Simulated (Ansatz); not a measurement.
PBE against r2SCAN: Ga2O3, pressure 4.5 GPa

The reference is Ga$_{2}$O$_{3}$ (space group C2/m, No. 12; a = 12.4560 Å, b = 3.0833 Å, c = 5.8773 Å, α = γ = 90.00°, β = 103.70°).

(Cell as relaxed with PBE.)

Levels (all Ansatz, a first-principles code, PAW, earlier PAW set): PBE (420 eV, spin-orbit coupling left out); r2SCAN (500 eV, without spin-orbit coupling).

Each level relaxes its own structure.

```csv
base,PBE,r2SCAN
volume per atom,10.96 Å³,10.50 Å³
band gap,2.01 eV,3.03 eV
```

Perturbation: cell and atoms relaxed at a pressure of 4.5 GPa.

```tsv
quantity	PBE	r2SCAN
volume per atom	10.67 Å³	10.25 Å³
band gap	2.22 eV	3.23 eV
smallest direct gap	2.25 eV	3.26 eV
shift of the gap caused by the change	+0.21 eV	+0.19 eV
```

PBE's volume per atom lies 0.413 Å³ above r2SCAN's (4.0 %); PBE's band gap lies 1.01 eV below r2SCAN's; PBE's smallest direct gap lies 1.01 eV below r2SCAN's. Neither level is exact; r2SCAN is the comparison here, not a measurement.

Load acts through the strain it causes; cell and atoms are relaxed under it. Stability against distortions was not tested.
